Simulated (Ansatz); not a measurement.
We consider Ba2TiO4 (P4/mmm, No. 123, 7 atoms in the cell; start mp-36194; a measured phase of this formula has another space group), described by LDA in Ansatz (plane waves, PAW).

Numerical settings: plane-wave cutoff 520 eV, 8×8×4 k mesh (along the axes of the cell as run), Fermi–Dirac smearing 0.01 eV, no spin polarisation, scalar-relativistic PAW data made under PBE.

Cell (relaxed at this level):

```
Ba2TiO4
1.0
    3.87874     0.00000     0.00000
    0.00000     3.87874     0.00000
    0.00000     0.00000    10.45744
Ba Ti O
2 1 4
Direct
  0.00000   0.00000   0.68436
  0.00000   0.00000   0.31564
  0.50000   0.50000   0.50000
  0.00000   0.50000   0.50000
  0.50000   0.00000   0.50000
  0.50000   0.50000   0.68613
  0.50000   0.50000   0.31387
```

Q: Estimate the band gap that the calculation returns.

A: 
- band gap: 1.97 eV (on the SCF k mesh)

Note: the relaxation could not lower the start's symmetry, so the cell can be a saddle point above a distorted one.

Spin–orbit coupling is not included.

Computed values are for the static lattice.

It cost around 12 core-minutes (rough) of CPU time.

A start named mp-… is a Materials Project structure, which need not be a measured phase.

Ansatz is a quantum-chemistry and plane-wave program.
